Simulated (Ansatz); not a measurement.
Consider ZnGeP₂ in the chalcopyrite structure (space group I-42d, No. 122).

```cif
data_Ge2P4Zn2
_chemical_formula_sum 'Zn2 Ge2 P4'
_space_group_name_H-M_alt 'P 1'
_space_group_IT_number 1
_cell_length_a 6.67269
_cell_length_b 6.67269
_cell_length_c 6.67269
_cell_angle_alpha 131.324
_cell_angle_beta 131.324
_cell_angle_gamma 71.299
loop_
_space_group_symop_operation_xyz
  'x, y, z'
loop_
_atom_site_label
_atom_site_type_symbol
_atom_site_fract_x
_atom_site_fract_y
_atom_site_fract_z
_atom_site_occupancy
Zn1 Zn 0.75000 0.25000 0.50000 1
Zn2 Zn 0.00000 0.00000 0.00000 1
Ge1 Ge 0.25000 0.75000 0.50000 1
Ge2 Ge 0.50000 0.50000 0.00000 1
P1 P 0.12838 0.12500 0.50338 1
P2 P 0.62162 0.62500 0.49662 1
P3 P 0.37500 0.87162 0.99662 1
P4 P 0.87500 0.37838 0.00338 1
```

Calculations: Ansatz (a program for electronic structure), PBE, PAW, cutoff 420 eV, spin-orbit coupling left out.

For the base:

| Property | Value |
|---|---|
| Gap between the host's bands | 1.14 eV |

Now apply this change: electron doping at 7.0×10^21 cm⁻³ (1.15 per cell), with a uniform compensating background at fixed cell and a 300 K Fermi–Dirac width.

**Question.** How does this affect the Fermi level from band edge?

**Answer.** The Fermi level relative to the doped band's edge (positive inside the band; to 0.05 eV) amounts to +0.55 eV.

**Question.** Estimate the effect on the gap between the host's bands.

**Answer.** The gap between the host's bands shrinks by 0.177 eV to 0.97 eV.

Carriers are added with a uniform compensating background; total energy and stress of such cells depend on the potential's zero and are not compared; many-body gap narrowing is missing at this level. Whether these cells are dynamically stable was not tested.
